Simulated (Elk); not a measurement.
Band structure of ScIr3 (Pm-3m, 4 atoms in the cell).

```
CELL_PARAMETERS angstrom
      3.84833     0.00000     0.00000
      0.00000     3.84833     0.00000
      0.00000     0.00000     3.84833
ATOMIC_POSITIONS crystal
  Sc 0.00000 0.00000 0.00000
  Ir 0.00000 0.50000 0.50000
  Ir 0.50000 0.00000 0.50000
  Ir 0.50000 0.50000 0.00000
```

Method of the run: LDA (PW92), all-electron FP-LAPW, Elk's shipped species files, LAPW+lo basis run with Elk.

Settings: xctype = 3; rgkmax = 8; stype = 3; swidth = 0.00499791 Ha; ngridk = 6 6 6; gmaxvr = 16 1/bohr; nxoapwlo = 1; rmtscf = 0.86.

The starting cell comes from a database of computed structures (which also holds hypothetical and non-ambient phases and stackings), without a prior relaxation at this level. Its lattice was rescaled by a random factor within 2.5 % of one. Spin-orbit coupling is off. Spin polarisation is off. Values depend on the basis (sphere radii, cutoffs, local orbitals), which need not be converged.

Levels in eV from the Fermi level, bands 46 to 53:
| point | 46 | 47 | 48 | 49 | 50 | 51 | 52 | 53 |
|---|---|---|---|---|---|---|---|---|
| Γ | 0.19 | 1.64 | 2.20 | 2.20 | 2.20 | 3.15 | 3.15 | 3.15 |
| X | -1.84 | -1.05 | -0.99 | -0.99 | 0.52 | 2.20 | 2.47 | 2.47 |
| M | -1.70 | -1.65 | -1.65 | -0.74 | -0.68 | -0.45 | 3.16 | 3.16 |
| R | -1.26 | -0.14 | 0.98 | 0.98 | 0.98 | 1.63 | 1.63 | 1.63 |

Bands cross the Fermi level along this path, so the cell is metallic at this level.
